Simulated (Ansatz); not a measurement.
# Amorphous Hf36O70

Preparation: random packing, a CHGNet melt and quench, and a DFT relaxation. O atoms were pushed apart under 1.9 Å during the dynamics, to hinder bonds among them. The hot cell started wider than the set density and was brought back towards it in steps. It is the lowest in DFT energy of 4 quenches. It is a model cell: composition and starting density were chosen by hand, and all elements were melted together. No dispersion term was used.

Methods: PBE, scalar-relativistic without spin-orbit coupling (Ansatz, an electronic-structure program); r2SCAN, scalar-relativistic without spin-orbit coupling (Ansatz). Geometry, pressure, stress and energy are those of the PBE run. Its sampling: a 2×2×2 Γ-centred mesh; Fermi-Dirac width 0.02 eV; no spin polarisation. Other functionals are single points at the zone centre (r2SCAN at 500 eV), free to take moments where seeds were set. The usual formal charges leave 4 electrons over, so the level spacing at the Fermi energy parts defect or band states and needn't be the band gap. At PBE the levels at the filled edge of the gap are localised (band-tail or defect states), and the nearest spread-out levels lie 4.1 eV apart at the zone centre.

| Quantity | Value |
|---|---|
| Number of atoms in the cell | 106 |
| Density (volume relaxed, without dispersion) | 9.19 g/cm^3 |
| Volume per atom | 12.86 Å³ |
| Pressure on a 2×2×2 Γ-centred mesh | 0.01 GPa |
| Largest force and stress component on that mesh (the relaxation ran on the zone centre alone) | 0.09 eV/Å and 3.2 GPa |
| Energy relative to HfO2 (P2_1/c) + hcp Hf (lowest mix at this level among the phases computed, not always the ambient ones) | 17.6 kJ/mol of atoms |
| Level spacing at the Fermi energy on a 2×2×2 Γ-centred mesh (PBE) | 0.96 eV |
| Level spacing at the Fermi energy at the zone centre (PBE) | 1.05 eV |
| Level spacing at the Fermi energy at the zone centre (r2SCAN) | 1.25 eV |

Cut-offs for bonds: Hf-Hf 3.34 Å, Hf-O 2.66 Å, O-O 1.58 Å. Two cations that share two anions don't count as bonded, nor two that share one unless they lie closer than Hf-Hf 3.25 Å.

```json
{
  "Mean coordination of Hf by anions": "6.39 (3 with 5, 18 with 6, 13 with 7, 2 with 8)",
  "Mean coordination of O": "3.29 (2 with 2, 46 with 3, 22 with 4)",
  "Mean Hf-O bond": "2.156 Å (spread 0.116 Å, 230 counted)",
  "Bond angle at Hf": "mean 102.3°, spread 29.6°"
}
```

Its density started from a set value of 8.89 g/cm³. The quench (nominally 120 K/ps over its main leg) was far faster than any real one, so the model tends to hold more defects than a real film. One small periodic cell is one sample of the glass; other quenches scatter about these values. The volume was free in the relaxation, at fixed shape. Stress components on the final sampling reach 3.2 GPa.
